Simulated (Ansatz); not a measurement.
Several settings converged on NiRh (R3m, 2 atoms in the cell)

```
NiRh
1.0
    1.31807     0.76099     4.12404
   -1.31807     0.76099     4.12404
    0.00000    -1.52198     4.12404
Ni Rh
1 1
Direct
  0.00404   0.00404   0.00404
  0.50000   0.50000   0.50000
```

Base method: LDA (PW92), default PAW files made with PBE (plane waves; Ansatz, an electronic-structure program).

Base settings: basis.ecutwfc = 30.9 Ry; kpoints.mp_grid.grid = 14 14 14; hamiltonian.xc = lda; hamiltonian.pseudopotentials = {kind: paw} (the program's default PAW files); scf.occupations.method = gaussian; scf.occupations.width = 0.0073 Ry.

The count of work is k-points × plane waves × bands × iterations; it is no time. Core times come from one kind of shared machine, to one figure; runs under 30 s give none.

**The cutoff for other potential files**

Level: DFT, LDA (PW92), plane waves, harder PAW files (source: ansatz) made with PBE.

In this ladder: hamiltonian.pseudopotentials = {kind: paw, source: ansatz}.

The second cell is the first with its lattice scaled by 0.98.

The mesh stays at the base's, so the ladder's end is converged at best in this setting alone.

The first pressure column holds Ansatz's estimate of the finite-basis (Pulay) stress, which hides part of the cutoff error; the other is without it.

Only quantities that move along the ladder and can be compared are tabulated.

```csv
basis.ecutwfc,free energy less the last step's (meV/atom),energy of the compressed cell less the first (meV/atom),pressure (GPa),pressure without the Pulay estimate (GPa),largest difference of a force vector from the last step's (eV/Å),count of work / last,core time / last (rough)
30.5 Ry,4927.42,4.41,-6.35,-331.94,0.006,0.11,–
37.1 Ry,954.59,-27.23,-13.17,-88.33,0.014,0.15,0.2
47.4 Ry,65.87,-21.52,-12.04,-19.34,0.002,0.23,0.2
57.3 Ry,5.54,-22.00,-12.15,-12.70,0.000,0.27,0.2
67.6 Ry,1.68,-21.99,-12.16,-12.21,0.000,0.36,0.3
81.2 Ry,0.89,-22.01,-12.16,-12.20,0.000,0.47,0.3
101.4 Ry,0.21,-22.02,-12.16,-12.18,0.000,0.65,0.7
135.2 Ry,0.00,-22.03,-12.16,-12.17,0.000,1.0,1
```

Coarsest basis.ecutwfc that holds the forces within 0.005 eV/Å of the last step, with all finer ones: 47.4 Ry, at 0.23 of the last step's count of work and about 0.2 of the last step's time; the step before is off by 0.014 eV/Å.

Coarsest basis.ecutwfc that holds the free energy within 1 meV/atom of the last step, with all finer ones: 81.2 Ry, at about 0.3 of the last step's time; the step before is off by 1.7 meV/atom.

Coarsest basis.ecutwfc that holds the energy of the compressed cell less the first within 0.2 meV/atom of the last step, with all finer ones: 57.3 Ry, at 0.27 of the last step's count of work and about 0.2 of the last step's time; the step before is off by 0.51 meV/atom.

The energy difference between the two cells stays within 1 meV/atom of the last step's from 47.4 Ry on, the total only from 81.2 Ry on: much of the error is common to both cells and cancels.

At the lowest cutoff the pressure without the Pulay estimate lies 320 GPa under the last step's, the usual sign of Pulay stress in an incomplete plane-wave basis.

**The density cutoff**

The second cell is the first with its lattice scaled by 0.98.

The mesh stays at the base's, so the ladder's end is converged at best in this setting alone.

Only quantities that move along the ladder and can be compared are tabulated.

| basis.ecutrho_ratio | free energy less the last step's (meV/atom) | energy of the compressed cell less the first (meV/atom) | pressure (GPa) |
|---|---|---|---|
| 2 | -3.85 | -23.01 | -11.78 |
| 3 | -0.12 | -21.85 | -12.12 |
| 4 | -0.02 | -21.85 | -12.13 |
| 5 | -0.01 | -21.85 | -12.13 |
| 6 | 0.00 | -21.85 | -12.13 |
| 8 | 0.00 | -21.85 | -12.13 |
| 10 | 0.00 | -21.85 | -12.13 |
| 12 | 0.00 | -21.85 | -12.13 |
| 16 | 0.00 | -21.85 | -12.13 |

Coarsest basis.ecutrho_ratio that holds the free energy within 0.5 meV/atom of the last step, with all finer ones: 3; the step before is off by 3.9 meV/atom.

Coarsest basis.ecutrho_ratio that holds the pressure within 0.05 GPa of the last step, with all finer ones: 3; the step before is off by 0.35 GPa.

Coarsest basis.ecutrho_ratio that holds the energy of the compressed cell less the first within 1 meV/atom of the last step, with all finer ones: 3; the step before is off by 1.2 meV/atom.

**The relaxed cell against the cutoff**

On NiRh (R-3m, 2 atoms in the cell): atoms on their sites.

In this ladder: relax = cell and atoms.

The mesh stays at the base's, so the ladder's end is converged at best in this setting alone.

Only quantities that move along the ladder and can be compared are tabulated.

| basis.ecutwfc | relaxed volume (Å³/atom) | relaxation steps | core time / last (rough) |
|---|---|---|---|
| 18.4 Ry | 12.471 | 19 | 1.0 |
| 21.7 Ry | 11.899 | 16 | 1 |
| 26.1 Ry | 11.804 | 10 | 0.6 |
| 30.9 Ry | 11.804 | 6 | 0.7 |
| 37.1 Ry | 11.803 | 6 | 0.4 |
| 46.3 Ry | 11.803 | 6 | 0.9 |
| 61.7 Ry | 11.803 | 6 | 1 |

Coarsest basis.ecutwfc that holds the relaxed volume within 0.059 Å³/atom of the last step, with all finer ones: 26.1 Ry; the step before is off by 0.096 Å³/atom.

At the lowest cutoff the cell relaxes to a volume 5.7 % larger than at the highest. Ansatz relaxes on a stress corrected for the finite basis.

On the base run: the starting cell comes from a database of computed structures (which also holds hypothetical and non-ambient phases and stackings), without a prior relaxation at this level. Its lattice was rescaled by up to half a per cent. One atom was moved a little off its site on purpose. Spin polarisation is off.

Left out of this page: 1 run of the series stopped by limits of time or memory.

Keys are those of Ansatz 0.2.
